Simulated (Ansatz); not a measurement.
Where the default PAW files enter, the runs use the earlier of Ansatz's two default sets.

By PBEsol, the system below comes out a metal.

```yaml
crystal:
  lattice:
    - [5.92674, 0.00000, 0.00000]
    - [0.20557, 5.92317, 0.00000]
    - [2.86058, -2.96159, 2.38951]
  atoms:
    - { symbol: Ti, position: [0.50000, 0.50000, 0.00000] }
    - { symbol: Ti, position: [0.75000, 0.75000, 0.50000] }
    - { symbol: Si, position: [0.16257, 0.83743, 0.00000] }
    - { symbol: Si, position: [0.83743, 0.16257, 0.00000] }
    - { symbol: Si, position: [0.08743, 0.41257, 0.50000] }
    - { symbol: Si, position: [0.41257, 0.08743, 0.50000] }
```

Space group of this cell: Fddd. The cell is taken as given; by PBEsol its mean pressure is -1.9 GPa.

The current flows along the normal of the first two printed cell vectors. No spin-orbit coupling; the value is a mean over 0.1 eV about the Fermi level.

Task: Give the ballistic conductance per area that Ansatz (a quantum-chemistry and plane-wave program) with PBEsol yields.

Result: 0.67 × 10¹⁵ S/m² for both spins.
